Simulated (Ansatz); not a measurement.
Worked example: self-consistent single point of Tc (P6_3/mmc, 2 atoms in the cell) in Ansatz (a program for electronic structure).

Method of the run: PBE with spin-orbit coupling (plane waves, PAW; Ansatz).

```
CELL_PARAMETERS angstrom
      2.74315     0.00000     0.00000
     -1.37157     2.37564     0.00000
      0.00000     0.00000     4.40545
ATOMIC_POSITIONS crystal
  Tc 0.33333 0.66667 0.25000
  Tc 0.66667 0.33333 0.75000
```

Reference input (self-consistent single point, DFT, PBE, plane waves, default PAW files): kpoints.mp_grid.grid = 11 11 6; hamiltonian.xc = pbe; hamiltonian.pseudopotentials = {kind: paw} (the program's default PAW files); scf.occupations.method = fermi_dirac; scf.occupations.width = 0.01 Ry. This run's input differs from it in these lines:

Ansatz 0.2 input:
```diff
@@ -14,2 +14,5 @@
   pseudopotentials: { kind: paw }
+magnetization:
+  noncollinear: true
+  spin_orbit: true
 scf:
```

Log, with long lists cut:

```
SCF iter   1: F=—  HF=-10797.364503 eV  |F-HF|=—  |Δ(HF+E_count)|=         —  Δρ=5.53e-2  dr2=8.55e-1  dr2_m=0.00e0 (ungated)  ethr=3.10e-3  |M|=0.00e0 ∫|m|=0.00e0 μB  |m|>n=0.0e0 m-floor=0.0e0 τ_xc=0.0e0  β_m=0.30  ⟨swp⟩=7.6  Hψ=5983  notcnv=0
all-band conjugate gradients solve this SCF's bands
preconditioner: auto → none
   [... lines left out ...]
SCF iter   5: F=—  HF=-10797.063703 eV  |F-HF|=—  |Δ(HF+E_count)|=   2.38e-6  Δρ=3.26e-5  dr2=1.58e-7  dr2_m=0.00e0 (ungated)  ethr=2.99e-8  |M|=0.00e0 ∫|m|=0.00e0 μB  |m|>n=0.0e0 m-floor=0.0e0 τ_xc=0.0e0  β_m=0.75  ⟨swp⟩=2.1  Hψ=2176  notcnv=0
SCF iter   6: F=-10797.063703 eV  HF=-10797.063703 eV  |F-HF|=2.62e-9  |Δ(HF+E_count)|=   2.08e-8  Δρ=9.48e-6  dr2=1.27e-8  dr2_m=0.00e0 (ungated)  ethr=3.33e-10  |M|=0.00e0 ∫|m|=0.00e0 μB  |m|>n=0.0e0 m-floor=0.0e0 τ_xc=0.0e0  ⟨swp⟩=4.4  Hψ=4099  notcnv=0
SCF 1 converged in 6 iterations: F = -10797.063703 eV  dr2 = 1.27e-8
Magnetization: |M| = 0.0000 μB,  M = (+0.0000, +0.0000, +0.0000) μB
Absolute magnetization: 0.0000 μB (∫|m|)
  site 0: m = (+0.0000, +0.0000, +0.0000) μB, |m| = 0.0000 μB  (R = 1.12 Å)
  site 1: m = (+0.0000, +0.0000, +0.0000) μB, |m| = 0.0000 μB  (R = 1.12 Å)
Free energy (F): -10797.063703 eV
Internal energy: -10796.936210 eV  (E = F + TS)
E sigma→0 (E₀):  -10796.999956 eV
Entropy (-TS):   -0.127493 eV (-63.747 meV/atom)
Fermi energy:    22.296433 eV
--- Forces (eV/Å), atoms counted from 1 ---
  atom   1  Tc    -0.00000000    -0.00000000     0.00000000
  atom   2  Tc    -0.00000000     0.00000000     0.00000000
--- Stress (GPa, compression-positive) ---
        2.811151       0.000000       0.000000
       -0.000000       2.811151      -0.000000
        0.000000       0.000000       1.028908
  P = ⅓ Tr σ = 2.2171 GPa (22.171 kbar)
  The stress holds the Pulay correction. Without it, at fixed plane waves, as pw.x and ABINIT print it: P = 2.0895 GPa
```

The run converged in 6 iterations. Against the reference run the pressure goes from 2.08 to 2.22 GPa.

The starting cell comes from a database of computed structures (which also holds hypothetical and non-ambient phases and stackings), without a prior relaxation at this level. Its lattice was rescaled by a random factor within 2.5 % of one. Ansatz's pressure includes its estimate of the finite-basis (Pulay) stress.
